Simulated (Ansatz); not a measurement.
## Element substitutions in InP

Take InP in the zinc blende structure (space group F-43m, No. 216; a = 5.878 Å) as the base.

Each row replaces one element on all its sites; cell and atoms are relaxed.

Level of theory: Kohn–Sham DFT with the PBEsol functional, run in Ansatz (a quantum-chemistry and plane-wave program) with PAW and 420 eV plane waves, no SOC.

For the base:

| Item | Result |
|---|---|
| Lattice parameter a | 5.878 Å |

Q: The aim is a lattice parameter a between 4.675 Å and 5.110 Å. Which of these changes reaches it?
A. In → Be
B. P → As
C. P → Bi

A: A, In → Be. It gives 4.915 Å; P → Bi gives 6.720 Å; P → As gives 6.087 Å. Changes not listed may reach it too

Stability against distortions was not tested. As relaxed here, BeP is a hypothetical phase, not in the database extracts checked. For InBi in this form, whether it has been made was not checked. The final runs are not spin-polarised. An odd electron count without spin: BeP.
